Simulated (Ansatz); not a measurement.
# A computed series for Si: pressure series

Start from Si (space group Ia-3, No. 206).

```cif
data_Si8
_chemical_formula_sum 'Si8'
_space_group_name_H-M_alt 'P 1'
_space_group_IT_number 1
_cell_length_a 5.71698
_cell_length_b 5.71698
_cell_length_c 5.71698
_cell_angle_alpha 109.471
_cell_angle_beta 109.471
_cell_angle_gamma 109.471
loop_
_space_group_symop_operation_xyz
  'x, y, z'
loop_
_atom_site_label
_atom_site_type_symbol
_atom_site_fract_x
_atom_site_fract_y
_atom_site_fract_z
_atom_site_occupancy
Si1 Si 0.20461 0.20461 0.20461 1
Si2 Si 0.50000 0.00000 0.29539 1
Si3 Si 0.29539 0.50000 0.00000 1
Si4 Si 0.00000 0.29539 0.50000 1
Si5 Si 0.79539 0.79539 0.79539 1
Si6 Si 0.50000 0.00000 0.70461 1
Si7 Si 0.70461 0.50000 0.00000 1
Si8 Si 0.00000 0.70461 0.50000 1
```

Cell and atoms are relaxed at each pressure.

All numbers come from PBEsol (Ansatz, an electronic-structure program), no SOC, earlier PAW set.

Notes on the quantities. enthalpy: H = E + PV relative to the base's energy.

```tsv
change	enthalpy	density	shortest interatomic distance
base	–	2.59 g/cm³	2.339 Å
pressure −2 GPa	-0.23 eV/atom	2.53 g/cm³	2.345 Å
pressure −1 GPa	-0.11 eV/atom	2.56 g/cm³	2.342 Å
pressure 0.3 GPa	+0.03 eV/atom	2.60 g/cm³	2.339 Å
pressure 0.7 GPa	+0.08 eV/atom	2.61 g/cm³	2.338 Å
pressure 1.5 GPa	+0.17 eV/atom	2.64 g/cm³	2.336 Å
pressure 3 GPa	+0.33 eV/atom	2.68 g/cm³	2.334 Å
pressure 5 GPa	+0.55 eV/atom	2.73 g/cm³	2.329 Å
pressure 7.5 GPa	+0.81 eV/atom	(withheld)	(withheld)
pressure 10 GPa	+1.07 eV/atom	2.84 g/cm³	2.293 Å
```

Problem. Fill in the withheld entries from the trend.

Solution. 
- pressure 7.5 GPa, density: 2.78 g/cm³
- pressure 7.5 GPa, shortest interatomic distance: 2.310 Å

Load acts through the strain it causes; cell and atoms are relaxed under it. Whether these cells are dynamically stable was not tested. Competing high-pressure phases were not computed. This is not the structure that Si has at room temperature and ambient pressure.
